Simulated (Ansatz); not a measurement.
Start from Sn in the diamond structure (space group Fd-3m, No. 227; a = 6.541 Å; relaxed with 0.1 eV smearing). Axes: x, y, z lie along the cube axes.

Method: DFT with PBEsol, PAW potentials and a 420 eV plane-wave cutoff in Ansatz (a first-principles code), without spin-orbit coupling.

Base values:

The pressure comes out as 0.0 GPa. The shortest interatomic distance is 283.2 pm and the band gap comes out as zero.

Perturbation: the cell is compressed by 4.13 % along y with no lateral relaxation, atoms relaxed at fixed cell.

Problem. Predict the new energy relative to the base, pressure, shortest interatomic distance and band gap.

Solution. The energy increases by 12 meV/atom; the pressure (mean of the normal stresses, compression positive) goes from zero to 1.9 GPa; the shortest interatomic distance falls by 3.8 pm (283.2 pm → 279.4 pm); the band gap stays zero.

The cells carry an imposed strain or load. Stability against distortions was not tested.
